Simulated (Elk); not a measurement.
Elk run on TiAlPt (P1, 6 atoms in the cell): self-consistent single point.

Computed with PBEsol, all-electron FP-LAPW, Elk's shipped species files, default APW+lo basis (Elk 10.2.4).

The change in words: atoms moved at random. Reference geometry:
```
CELL_PARAMETERS angstrom
      4.41685     0.00000     0.00000
     -2.20843     3.82510     0.00000
      0.00000     0.00000     5.40771
ATOMIC_POSITIONS crystal
  Ti 0.00000 0.00000 0.00000
  Ti 0.00000 0.00000 0.50000
  Al 0.33333 0.66667 0.25000
  Al 0.66667 0.33333 0.75000
  Pt 0.66667 0.33333 0.25000
  Pt 0.33333 0.66667 0.75000
```

Reference input (self-consistent single point, DFT, PBEsol, all-electron FP-LAPW, Elk's shipped species files, default APW+lo basis): xctype = 22; swidth = 0.00183747 Ha; ngridk = 6 6 4; maxscl = 100. This run's input differs from it in these lines:

```diff
@@ -24,12 +24,12 @@
   2
-  0.0000000000  0.0000000000  0.0000000000    0.0 0.0 0.0
-  0.0000000000  0.0000000000  0.5000000000    0.0 0.0 0.0
+  0.0055210000  0.0028670000  -0.0035400000    0.0 0.0 0.0
+  0.0058120000  0.0077730000  0.5052900000    0.0 0.0 0.0
   'Al.in'
   2
-  0.3333333333  0.6666666667  0.2500000000    0.0 0.0 0.0
-  0.6666666667  0.3333333333  0.7500000000    0.0 0.0 0.0
+  0.3282590000  0.6688440000  0.2528500000    0.0 0.0 0.0
+  0.6710010000  0.3303820000  0.7510140000    0.0 0.0 0.0
   'Pt.in'
   2
-  0.6666666667  0.3333333333  0.2500000000    0.0 0.0 0.0
-  0.3333333333  0.6666666667  0.7500000000    0.0 0.0 0.0
+  0.6559490000  0.3311150000  0.2470560000    0.0 0.0 0.0
+  0.3334580000  0.6590190000  0.7473300000    0.0 0.0 0.0
```

Output, abridged:

```
│ Self-consistent loop started │
│ Loop number : 1 │
 total energy                :     -39003.0078270
│ Loop number : 2 │
 total energy                :     -39007.5915065
RMS change in Kohn-Sham potential (target) :   0.5734832599     (  0.1000000000E-05)
Absolute change in total energy (target)   :    4.583679527     (  0.1000000000E-03)
│ Loop number : 3 │
 total energy                :     -39005.9070985
RMS change in Kohn-Sham potential (target) :   0.5775238381     (  0.1000000000E-05)
Absolute change in total energy (target)   :   0.5384881267     (  0.1000000000E-03)
│ Loop number : 4 │
   [... lines left out ...]
Absolute change in total energy (target)   :   0.3106785589E-03 (  0.1000000000E-03)
│ Loop number : 18 │
 total energy                :     -39074.0041282
RMS change in Kohn-Sham potential (target) :   0.1902161428E-05 (  0.1000000000E-05)
Absolute change in total energy (target)   :   0.8516799426E-06 (  0.1000000000E-03)
│ Loop number : 19 │
 total energy                :     -39074.0041761
RMS change in Kohn-Sham potential (target) :   0.8560057381E-06 (  0.1000000000E-05)
Absolute change in total energy (target)   :   0.4804780474E-04 (  0.1000000000E-03)
Convergence targets achieved

│ Loop number : 20 │

Energies :
 Fermi                       :     0.346880479147
 total energy                :     -39074.0041042

Density of states at Fermi energy :    61.90955617
 (states/Hartree/unit cell)

Estimated indirect band gap :   0.3206958137E-03
 from k-point     38 to k-point     15
Estimated direct band gap   :   0.4174924388E-02
 at k-point     43

Charges :
 core                        :    124.0000000
 valence                     :    102.0000000
 interstitial                :    8.576057518
 muffin-tins (core leakage)
  species :    1 (Ti)
   atom    1                 :    20.36960090     (  0.5614850807E-09)
   atom    2                 :    20.37275547     (  0.5514255719E-09)
  species :    2 (Al)
   atom    1                 :    11.09603029     (  0.8863596146E-03)
   atom    2                 :    11.10379470     (  0.8876444916E-03)
  species :    3 (Pt)
   atom    1                 :    77.23375656     (  0.3458722824E-03)
   atom    2                 :    77.24800456     (  0.3461801969E-03)
 total in muffin-tins        :    217.4239425
 total calculated charge     :    225.9831220
 total charge                :    226.0000000
 error                       :   0.1687803318E-01

│ Self-consistent loop stopped │
```

The run converged in 20 iterations. The count includes the last loop, which Elk runs after its targets are met. 

The starting cell comes from a database of computed structures (which also holds hypothetical and non-ambient phases and stackings), without a prior relaxation at this level. For this run, on top of that: atoms moved at random. Spin-orbit coupling is off. Spin polarisation is off. Values depend on the basis (sphere radii, cutoffs, local orbitals), which need not be converged. The log's line on a gap gives a spacing of levels on this mesh, which the program prints for metals too.

Cost on one core of a shared machine: roughly 6 min.
